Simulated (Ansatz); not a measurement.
Input and output of a self-consistent single point for BePd (P4mm, 2 atoms in the cell) (Ansatz, a program for electronic structure).

Computed with PBEsol, default PAW files made with PBE (plane waves; Ansatz).

The change in words: lattice scaled by 0.98; basis.ecutwfc: 420 eV → 460 eV. Reference geometry:
```
BePd
1.0
    2.80321     0.00000     0.00000
    0.00000     2.80321     0.00000
    0.00000     0.00000     2.80321
Be Pd
1 1
Direct
  0.00000   0.00000   0.01784
  0.50000   0.50000   0.50000
```

Reference input (self-consistent single point, DFT, PBEsol, plane waves, default PAW files made with PBE): basis.ecutwfc = 420 eV; kpoints.mp_grid.grid = 12 12 12; hamiltonian.xc = pbesol; hamiltonian.pseudopotentials = {kind: paw} (the program's default PAW files); scf.occupations.method = fermi_dirac; scf.occupations.width = 0.1 eV. This run's input differs from it in these lines:

Ansatz 0.2 input:
```diff
@@ -2,5 +2,5 @@
   lattice:
-    - [2.803205, 0.000000, 0.000000]
-    - [0.000000, 2.803205, 0.000000]
-    - [0.000000, 0.000000, 2.803205]
+    - [2.747141, 0.000000, 0.000000]
+    - [0.000000, 2.747141, 0.000000]
+    - [0.000000, 0.000000, 2.747141]
   atoms:
@@ -9,3 +9,3 @@
 basis:
-  ecutwfc: 420.0 eV
+  ecutwfc: 460.0 eV
 kpoints:
```

Output (repeated stretches shortened):

```
SCF iter   1: F=—  HF=-6998.213332 eV  |F-HF|=—  |Δ(HF+E_count)|=         —  Δρ=8.34e-3  dr2=1.38e-2  ethr=1.77e-3  ⟨swp⟩=5.0  Hψ=15401  notcnv=0
all-band conjugate gradients solve this SCF's bands
preconditioner: auto → none
SCF iter   2: F=—  HF=-6998.210701 eV  |F-HF|=—  |Δ(HF+E_count)|=   2.63e-3  Δρ=4.30e-3  dr2=3.94e-3  ethr=6.91e-5  ⟨swp⟩=1.0  Hψ=4312  notcnv=0
SCF iter   3: F=—  HF=-6998.209783 eV  |F-HF|=—  |Δ(HF+E_count)|=   9.18e-4  Δρ=2.27e-4  dr2=5.04e-6  ethr=1.97e-5  ⟨swp⟩=2.6  Hψ=3792  notcnv=0
SCF iter   4: F=—  HF=-6998.209772 eV  |F-HF|=—  |Δ(HF+E_count)|=   1.12e-5  Δρ=3.61e-5  dr2=1.11e-7  ethr=2.52e-8  ⟨swp⟩=2.6  Hψ=4846  notcnv=0
iter 5 did not close the SCF: its close was put off for the readings that it lacked (scf_convergence_deferred on its scf_iter line)
SCF iter   5: F=-6998.209772 eV  HF=-6998.209772 eV  |F-HF|=2.23e-8  |Δ(HF+E_count)|=   4.86e-8  Δρ=1.28e-5  dr2=3.03e-8  ethr=5.57e-10  ⟨swp⟩=2.2  Hψ=4292  notcnv=0
SCF iter   6: F=-6998.209772 eV  HF=-6998.209772 eV  |F-HF|=1.36e-10  |Δ(HF+E_count)|=   1.09e-8  Δρ=2.00e-6  dr2=2.87e-10  ethr=1.51e-10  ⟨swp⟩=2.1  Hψ=8749  notcnv=0
SCF 1 converged in 6 iterations: F = -6998.209772 eV  dr2 = 2.87e-10
Free energy (F): -6998.209772 eV
Internal energy: -6998.185756 eV  (E = F + TS)
E sigma→0 (E₀):  -6998.197764 eV
Entropy (-TS):   -0.024016 eV (-12.008 meV/atom)
Fermi energy:    18.409478 eV
--- Forces (eV/Å), atoms counted from 1 ---
  atom   1  Be     0.00000000     0.00000000    -0.27030546
  atom   2  Pd    -0.00000000     0.00000000     0.27033595
--- Stress (GPa, compression-positive) ---
       12.176945       0.000000       0.000000
        0.000000      12.176945       0.000000
        0.000000       0.000000      11.967213
  P = ⅓ Tr σ = 12.1070 GPa (121.070 kbar)
  The stress holds the Pulay correction. Without it, at fixed plane waves, as pw.x and ABINIT print it: P = 12.0466 GPa
```

The run converged in 6 iterations. Against the reference run the free energy goes up by 20.9 meV/atom, the pressure goes from -0.83 to 12.11 GPa and the largest force goes from 0.216 to 0.270 eV/Å.

The starting cell comes from a database of computed structures (which also holds hypothetical and non-ambient phases and stackings), without a prior relaxation at this level. Its lattice was rescaled by up to half a per cent. One atom was moved a little off its site on purpose. For this run, on top of that: lattice scaled by 0.98. Spin polarisation is off. Ansatz's pressure includes its estimate of the finite-basis (Pulay) stress.
